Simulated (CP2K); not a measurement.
Band structure of MgSbF6 (R-3, 8 atoms in the cell).

```
CELL_PARAMETERS angstrom
      5.70486     0.00000     0.00000
      3.01545     4.84277     0.00000
      3.01545     1.67461     4.54402
ATOMIC_POSITIONS crystal
  Mg 0.50000 0.50000 0.50000
  Sb 0.00000 0.00000 0.00000
  F  0.74909 0.16126 0.34357
  F  0.25091 0.83874 0.65643
  F  0.34357 0.74909 0.16126
  F  0.65643 0.25091 0.83874
  F  0.16126 0.34357 0.74909
  F  0.83874 0.65643 0.25091
```

Method: PBEsol, GPW, DZVP-MOLOPT-SR-GTH basis, GTH-PBE potentials (GTH_POTENTIALS) in CP2K.

Settings: CUTOFF = 1000 Ry; REL_CUTOFF = 60 Ry; SMEAR/METHOD = GAUSSIAN; SIGMA = 0.272 eV; KPOINTS/SCHEME = MONKHORST-PACK 5 5 5; XC_FUNCTIONAL = PBE:PBESOL; Mg/BASIS_SET = DZVP-MOLOPT-SR-GTH-q10; Mg/POTENTIAL = GTH-PBE-q10; Sb/BASIS_SET = DZVP-MOLOPT-SR-GTH-q5; Sb/POTENTIAL = GTH-PBE-q5; F/BASIS_SET = DZVP-MOLOPT-SR-GTH-q7; F/POTENTIAL = GTH-PBE-q7; METHOD = GPW; EPS_DEFAULT = 1e-11.

The starting cell comes from a database of computed structures (which also holds hypothetical and non-ambient phases and stackings), without a prior relaxation at this level. Its lattice was rescaled by a random factor within 2.5 % of one. Spin-orbit coupling is off. Values carry the incompleteness of an atom-centred basis. The potentials were made for another functional than the one used.

Levels in eV from the Fermi level, bands 25 to 30:
| point | 25 | 26 | 27 | 28 | 29 | 30 |
|---|---|---|---|---|---|---|
| Γ | -3.56 | -3.56 | -3.24 | -3.24 | -0.84 | 5.50 |
| L | -3.50 | -3.47 | -3.42 | -3.39 | 0.02 | 4.47 |
| Z | -3.50 | -3.50 | -3.45 | -3.45 | 0.12 | 4.43 |
| F | -3.66 | -3.61 | -3.59 | -3.30 | 0.14 | 5.35 |
| P1 | -3.62 | -3.61 | -3.56 | -3.36 | 0.18 | 5.23 |
| P | -3.62 | -3.61 | -3.56 | -3.36 | 0.18 | 5.23 |

Bands cross the Fermi level along this path, so the cell is metallic at this level.

Higher empty bands are left out: an atom-centred basis made for the valence describes them poorly.
